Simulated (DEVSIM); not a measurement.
Device: Cr/Al2O3/p-Ge capacitor, at 300 K.

```
layer (left to right)  material  thickness (nm)  Na (cm⁻³)
---------------------  --------  --------------  ---------
1                         Al2O3            4.10          -
2                            Ge             390     2.3e18
```

Metal gate on the left, work function 4.5 eV. Fixed charge at the semiconductor interface 2.6e12 cm⁻² (in units of +e); no interface traps.

This is a model device: material constants are rounded textbook-type values typed into the input, and sizes, dopings and lifetimes were drawn at random. Values at 300 K.

```tsv
parameter	Al2O3	Ge
gap (eV)	6.8	0.664
affinity (eV)	1.35	4
permittivity	9	16
Nc (cm⁻³)	-	1.04e19
Nv (cm⁻³)	-	6e18
```

Model (solved in DEVSIM): 1D Poisson equation in equilibrium, Boltzmann statistics, complete ionisation; no quantum confinement or tunnelling. Metal contacts follow the ideal Schottky-Mott rule: no Fermi-level pinning, no interface dipoles.

The interface trap density was swept, all else fixed.

```tsv
interface trap density (cm^-2 eV^-1)	minimum of the low-frequency capacitance (μF/cm²)	flat-band voltage (V)
0	0.546	-0.35
1e10	0.547	-0.35
1e11	0.554	-0.36
3e11	0.571	-0.36
1e12	___	-0.38
2e12	0.698	-0.40
```

Some entries are withheld; supply them.


- 1e12, minimum of the low-frequency capacitance (μF/cm²): 0.626
